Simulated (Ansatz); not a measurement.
Band structure of Hf (P6_3/mmc, 2 atoms in the cell).

```yaml
crystal:
  lattice:
    - [1.57857, -2.73417, 0.00000]
    - [1.57857, 2.73417, 0.00000]
    - [0.00000, 0.00000, 4.99798]
  atoms:
    - { symbol: Hf, position: [0.33333, 0.66667, 0.25000] }
    - { symbol: Hf, position: [0.66667, 0.33333, 0.75000] }
```

Computed with PBE (plane waves, PAW; Ansatz, a quantum-chemistry and plane-wave program).

Settings: kpoints.mp_grid.grid = 8 8 5; hamiltonian.xc = pbe; hamiltonian.pseudopotentials = {kind: paw} (the program's default PAW files); scf.occupations.method = gaussian; scf.occupations.width = 0.0073 Ry; kpoints.band_path.npoints = 8.

The starting cell has typed, rounded lattice constants, without a prior relaxation at this level. Its lattice was rescaled by a random factor within 2.5 % of one. Spin-orbit coupling is off.

Levels in eV from the Fermi level, bands 23 to 30:
```tsv
point	23	24	25	26	27	28	29	30
Γ	-7.57	-3.89	0.69	1.11	1.11	1.40	1.98	1.98
M	-3.48	-2.96	-2.42	-0.81	0.71	0.84	1.67	6.06
K	-2.34	-1.89	-1.89	-1.54	0.31	0.31	2.05	5.34
A	-5.53	-5.53	0.07	0.07	1.00	1.00	1.00	1.00
L	-3.60	-3.60	-1.12	-1.12	1.23	1.23	2.66	2.66
H	-1.89	-1.89	-1.59	-1.59	-0.23	-0.23	2.52	2.52
```

Bands cross the Fermi level along this path, so the cell is metallic at this level.

Keys are those of Ansatz 0.2.
